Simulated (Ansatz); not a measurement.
We consider zinc-blende BeS, described by PBE0-D3(BJ) (Ansatz, a quantum-chemistry and plane-wave program, plane waves, PAW).

Run with plane-wave cutoff 460 eV, 10×10×10 k mesh, Fermi–Dirac smearing 0.01 eV, scalar-relativistic PAW data made under PBE.

Energies at three volumes about the minimum:

```
V (Å³/atom)  E − E_lowest (meV/atom)
-----------  -----------------------
13.391                          3.83
13.734                          0.00
14.223                          4.36
```

Problem. Fit a parabola by hand: where is the minimum, what lattice constant follows, and what is the bulk modulus?

Solution. Slopes: (0.00 − 3.83)/(13.734 − 13.391) = -11.166 and (4.36 − 0.00)/(14.223 − 13.734) = 8.916 meV/Å³. Curvature E″ = 2 × (8.916 − (-11.166))/(14.223 − 13.391) = 48.274 meV/Å⁶. From the middle of the first interval, the slope vanishes at V0 = 13.5625 − (-11.166)/48.274 = 13.794 Å³/atom. B = V0 E″ = 13.794 × 48.274 meV/Å³ × 0.1602 GPa per meV/Å³ = 107 GPa. With 8 atoms in the cube, a = (8 × 13.794)^(1/3) = 4.797 Å. The full Birch–Murnaghan fit to all volumes gives V0 = 13.784 Å³/atom and B0 = 106 GPa.

Measured, for comparison: bulk modulus 105 GPa (room temperature, no zero-point or thermal correction; as tabulated in Narayana, Nesamony, Ruoff, Phys. Rev. B 56, no. 22 (1997)); lattice constant a 4.87 Å (room temperature, no zero-point or thermal correction; as tabulated in Narayana, Nesamony, Ruoff (BeS at high pressure; core.ac.uk copy)). Computed (rounded) less measured: bulk modulus +1.0 %.
